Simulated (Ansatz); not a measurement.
The parent structure is BeSe in the zinc blende structure (space group F-43m, No. 216; a = 5.129 Å). Axes: x, y, z lie along the cube axes.

Method: Kohn–Sham DFT with the PBEsol functional, run in Ansatz (a first-principles code) with PAW and 420 eV plane waves, no SOC.

The change: the cell is scaled by 0.9877 in all directions, atoms relaxed at fixed cell.

Q: Predict the stress tensor and what it implies for the stiffness.

A: Stress of the strained cell less that of the base (GPa, compression positive):
```
   3.17    0.00    0.00
   0.00    3.17    0.00
   0.00    0.00    3.17
```

Then B = −ΔP/(ΔV/V₀) with ΔV/V₀ = -0.0364 gives secant stiffness values (nonlinear terms included at this strain): B ≈ 87 GPa.

As a check, the harmonic strain energy −½ V₀ Δσ:ε is 6.2 meV/atom; the computed energy rise is 5.9 meV/atom.

Stability against distortions was not tested.
